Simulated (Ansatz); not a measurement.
The reference is Ta in the bcc (W type) structure (space group Im-3m, No. 229; a = 3.2823 Å; relaxed with 0.1 eV smearing). Axes: x, y, z lie along the cube axes.

Level of theory: DFT with PBEsol, PAW potentials and a 420 eV plane-wave cutoff in Ansatz (an electronic-structure program), no spin-orbit coupling, earlier PAW set.

Base values:

- Shortest interatomic distance: 2.843 Å

Now apply this change: uniaxial stress, 1 GPa tension along z, with the cell and atoms free to relax against it.

Task: Predict the new energy relative to the base.

Result: The energy grows by 0.3 meV/atom.

Task: How does this affect the strain response?

Result: The strain response (xx, yy, zz) is (−0.23, −0.23, +0.64) %.

Task: What happens to the shortest interatomic distance?

Result: The shortest interatomic distance is nearly the same (2.843 Å against 2.844 Å).

Beyond what the load breaks, stability against distortions was not tested. The final runs are not spin-polarised.
